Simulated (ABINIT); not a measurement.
Worked example: self-consistent single point of Ir (Fm-3m, 1 atom in the cell) in ABINIT

Level of theory: PBE, PAW (JTH v2.0 PBE PAW) (plane waves; ABINIT).

Input as run:

```
# Ir, JTH v2.0 PBE PAW
pp_dirpath "./"
pseudos "Ir.GGA_PBE-JTH.xml"
acell 3*1.0
rprim
        -0.0000000000    3.6101327885    3.6101327885
         3.6101327885    0.0000000000    3.6101327885
         3.6101327885    3.6101327885   -0.0000000000
natom 1
ntypat 1
znucl 77
typat 1
xcart    0.0000000000    0.0000000000    0.0000000000
ecut 544 eV
pawecutdg 1088 eV
occopt 7
tsmear 0.1 eV
nband 13
kptopt 1
ngkpt 11 11 11
nshiftk 1
shiftk 0 0 0
nstep 80
tolvrs 1.0e-10
prtwf 0
prtden 0
```

Output, abridged:

```
 Symmetries : space group Fm -3 m (#225); Bravais cF (face-center cubic)

 -outvars: echo values of preprocessed input variables --------
            acell      1.0000000000E+00  1.0000000000E+00  1.0000000000E+00 Bohr
             ecut      1.99916330E+01 Hartree
              ixc     -101130
         kptrlatt       11    0    0      0   11    0      0    0   11
          kptrlen      5.61604863E+01
            natom           1
            nband          13
            ngfft          24      24      24
          ngfftdg          30      30      30
             nkpt          56
            nstep          80
             nsym          48
           ntypat           1
           occopt           7
        pawecutdg      3.99832660E+01 Hartree
            rprim     -0.0000000000E+00  3.6101327885E+00  3.6101327885E+00
                       3.6101327885E+00  0.0000000000E+00  3.6101327885E+00
                       3.6101327885E+00  3.6101327885E+00 -0.0000000000E+00
          spgroup         225
           tolvrs      1.00000000E-10
           tsmear      3.67493254E-03 Hartree
            typat      1
           useylm           1
            znucl       77.00000

== DATASET  1 ==================================================================

 Real(R)+Recip(G) space primitive vectors, cartesian coordinates (Bohr,Bohr^-1):
 R(1)=  0.0000000  3.6101328  3.6101328  G(1)= -0.1384991  0.1384991  0.1384991
 R(2)=  3.6101328  0.0000000  3.6101328  G(2)=  0.1384991 -0.1384991  0.1384991
 R(3)=  3.6101328  3.6101328  0.0000000  G(3)=  0.1384991  0.1384991 -0.1384991
 Unit cell volume ucvol=  9.4102145E+01 bohr^3
 Angles (23,13,12)=  6.00000000E+01  6.00000000E+01  6.00000000E+01 degrees

 Coarse grid specifications (used for wave-functions):

 getcut: wavevector=  0.0000  0.0000  0.0000  ngfft=  24  24  24
         ecut(hartree)=     19.992   => boxcut(ratio)=   2.33552

 Fine grid specifications (used for densities):

 getcut: wavevector=  0.0000  0.0000  0.0000  ngfft=  30  30  30
         ecut(hartree)=     39.983   => boxcut(ratio)=   2.06662

   5.25859805E+02                                ecore*ucvol(ha*bohr**3)

_setup2: Arith. and geom. avg. npw (full set) are     401.998     401.972

--- !BeginCycle
solver: {iscf: 17, nstep: 80, nline: 4, wfoptalg: 10, }
tolerances: {tolvrs: 1.00E-10, }
...

     iter   Etot(hartree)      deltaE(h)  residm     nres2
 ETOT  1  -74.972368948695    -7.497E+01 2.863E+01 6.095E+00
 ETOT  2  -77.104676262722    -2.132E+00 2.343E-01 1.487E+01
 ETOT  3  -77.060970505664     4.371E-02 2.801E-02 4.539E+00
 ETOT  4  -77.046364222457     1.461E-02 6.807E-03 3.740E-01
 ETOT  5  -77.045889734813     4.745E-04 1.627E-02 6.695E-04
 ETOT  6  -77.045956545239    -6.681E-05 2.204E-03 6.262E-04
   [... 5 lines left out ...]
 ETOT 12  -77.045956458971    -1.378E-11 4.038E-05 4.672E-10
 ETOT 13  -77.045956458969     2.288E-12 3.999E-05 2.555E-10
 ETOT 14  -77.045956458960     8.910E-12 2.725E-05 6.597E-10
 ETOT 15  -77.045956458956     3.354E-12 2.567E-05 1.960E-10
 ETOT 16  -77.045956458955     1.052E-12 1.811E-05 2.404E-11

 At SCF step   16       nres2   =  2.40E-11 < tolvrs=  1.00E-10 =>converged.

 Cartesian components of stress tensor (hartree/bohr^3)
  sigma(1 1)= -5.18736686E-04  sigma(3 2)=  0.00000000E+00
  sigma(2 2)= -5.18736686E-04  sigma(3 1)=  0.00000000E+00
  sigma(3 3)= -5.18736686E-04  sigma(2 1)=  0.00000000E+00

 ----iterations are completed or convergence reached----

 reduced coordinates (array xred) for    1 atoms
       0.000000000000      0.000000000000      0.000000000000
 cartesian forces (eV/Angstrom) at end:
    1     -0.00000000000000    -0.00000000000000    -0.00000000000000
 frms,max,avg= 0.0000000E+00 0.0000000E+00   0.000E+00  0.000E+00  0.000E+00 e/A
 length scales=  1.000000000000  1.000000000000  1.000000000000 bohr
              =  0.529177208590  0.529177208590  0.529177208590 angstroms
 Fermi (or HOMO) energy (hartree) =   0.56978   Average Vxc (hartree)=  -0.48932
 Eigenvalues (hartree) for nkpt=  56  k points:
 kpt#   1, nband= 13, wtk=  0.00075, kpt=  0.0000  0.0000  0.0000 (reduced coord)
  -1.24438   -1.24438   -1.24438    0.15698    0.42609    0.42609    0.42609    0.52810
   0.52810    0.76322    1.07297    1.28064    1.28064
      occupation numbers for kpt#   1
   2.00000    2.00000    2.00000    2.00000    2.00000    2.00000    2.00000    2.00000
   2.00000    0.00000    0.00000    0.00000    0.00000
 prteigrs : prtvol=0 or 1, do not print more k-points.

--- !EnergyTerms
comment             : Components of total free energy in Hartree
kinetic             :  9.64157617939522E+00
hartree             :  8.06618834316801E+00
xc                  : -3.62903230959150E+00
Ewald energy        : -7.14373976742442E+01
psp_core            :  5.58818082957247E+00
local_psp           : -3.27072554331580E+01
spherical_terms     :  7.43210797484274E+00
internal            : -7.70456320900152E+01
'-kT*entropy'       : -3.27724999753368E-04
total_energy        : -7.70459598150149E+01
total_energy_eV     : -2.09652718738851E+03
...

-Cartesian components of stress tensor (GPa)         [Pressure=  1.5262E+01 GPa]
- sigma(1 1)= -1.52617576E+01  sigma(3 2)=  0.00000000E+00
- sigma(2 2)= -1.52617576E+01  sigma(3 1)=  0.00000000E+00
- sigma(3 3)= -1.52617576E+01  sigma(2 1)=  0.00000000E+00

 Calculation completed.
```

The run converged in 16 iterations.

The starting cell has typed, rounded lattice constants, without a prior relaxation at this level. Its lattice was rescaled by up to half a per cent. Spin polarisation is off. With a pressure of about 15 GPa the cell is away from its equilibrium volume at this level.

These are the values that this program gave, and no reference: the one-centre exchange-correlation terms come from a truncated expansion.
